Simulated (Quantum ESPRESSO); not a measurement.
## Convergence series on YZr (P-6m2, 2 atoms in the cell)

```xyz
2
Lattice="3.4236 0.0000 0.0000 -1.7118 2.9649 0.0000 0.0000 0.0000 5.4026" Properties=species:S:1:pos:R:3 pbc="T T T"
Y      1.7118     0.9883     2.7013
Zr     0.0000     1.9766     0.0000
```

Level of theory: PBEsol, SSSP 1.1.2 precision (PBE) pseudopotentials (plane waves; Quantum ESPRESSO).

The starting cell comes from a database of computed structures (which also holds hypothetical and non-ambient phases and stackings), without a prior relaxation at this level.

Held fixed: ecutwfc = 50 Ry; ecutrho = 400 Ry; occupations = smearing; smearing = mp; degauss = 0.0036749 Ry; input_dft = pbesol; potentials = {Y: Y_pbe_v1.uspp.F.UPF, Zr: Zr_pbe_v1.uspp.F.UPF}; conv_thr = 1e-09 Ry.

ΔF is the free energy per atom less that of the last row (automatic 27 27 15 0 0 0).

The series runs over K_POINTS = automatic 1 1 1 0 0 0; automatic 2 2 1 0 0 0; automatic 3 3 2 0 0 0; automatic 4 4 2 0 0 0; automatic 4 4 3 0 0 0; automatic 5 5 3 0 0 0; automatic 6 6 4 0 0 0; automatic 8 8 4 0 0 0; automatic 9 9 5 0 0 0; automatic 11 11 6 0 0 0; automatic 12 12 7 0 0 0; automatic 15 15 8 0 0 0; automatic 17 17 10 0 0 0; automatic 22 22 12 0 0 0; automatic 27 27 15 0 0 0.

Question: From which setting on does the pressure stay within 0.1 GPa of the last one?

Answer: From K_POINTS = automatic 9 9 5 0 0 0 on; the one before it is off by 0.11 GPa. The value it settles on is -3.02 GPa at this level of theory and with the other settings as held.

Question: From which setting on does the energy stay within 0.5 meV/atom of the last one?

Answer: From K_POINTS = automatic 22 22 12 0 0 0 on; the one before it is off by 0.59 meV/atom. Only the last setting checks this, so the series should go further.

| K_POINTS | ΔF (meV/atom) | pressure (GPa) | k-points | iterations |
|---|---|---|---|---|
| automatic 1 1 1 0 0 0 | 159.3 | 28.04 | 1 | 20 |
| automatic 2 2 1 0 0 0 | -731.3 | -7.39 | 2 | 9 |
| automatic 3 3 2 0 0 0 | 9.8 | -4.20 | 6 | 9 |
| automatic 4 4 2 0 0 0 | 70.2 | -2.50 | 8 | 12 |
| automatic 4 4 3 0 0 0 | 7.3 | -2.76 | 8 | 10 |
| automatic 5 5 3 0 0 0 | -7.1 | -3.30 | 10 | 11 |
| automatic 6 6 4 0 0 0 | -4.4 | -3.28 | 21 | 10 |
| automatic 8 8 4 0 0 0 | 0.61 | -2.91 | 30 | 9 |
| automatic 9 9 5 0 0 0 | 0.37 | -2.97 | 36 | 10 |
| automatic 11 11 6 0 0 0 | 2.1 | -2.95 | 64 | 10 |
| automatic 12 12 7 0 0 0 | -0.72 | -3.02 | 76 | 11 |
| automatic 15 15 8 0 0 0 | 0.74 | -3.07 | 135 | 11 |
| automatic 17 17 10 0 0 0 | -0.59 | -3.04 | 198 | 10 |
| automatic 22 22 12 0 0 0 | -0.01 | -3.04 | 364 | 10 |
| automatic 27 27 15 0 0 0 | 0.00 | -3.02 | 600 | 11 |
